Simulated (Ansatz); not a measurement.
The parent structure is LiCl in the rock salt structure (space group Fm-3m, No. 225; a = 5.112 Å). Axes: x, y, z lie along the cube axes.

Method: r2SCAN (Ansatz, a first-principles code; PAW; 500 eV plane waves; no spin-orbit coupling).

For the base:

```
Property                        Result
-----------------------------  -------
Smallest direct gap            7.29 eV
Band gap                       7.29 eV
Shortest interatomic distance  2.556 Å
```

Modification: a free-standing slab of 2 layers (4 atoms, 2 a layer) is cut normal to the z axis, with 15 Å of vacuum and the in-plane cell held at bulk.

Task: What does the calculation give for the excess energy per area of both faces, smallest direct gap, band gap, shortest interatomic distance and gap character after the change?

Result: The excess energy per area of both faces (slab less bulk energy over the cell's area: twice a surface energy) comes out as 0.35 J/m²; the smallest direct gap decreases by 0.55 eV to 6.74 eV; the band gap drops by 0.65 eV to 6.64 eV; the shortest interatomic distance falls by 0.122 Å to 2.434 Å; the gap character comes out as indirect, Γ–X (73 % along) → Γ.

The excess energy carries the mismatch between the slab's and the bulk's meshes. Stability against distortions was not tested. k-point labels follow each cell's own Brillouin zone.
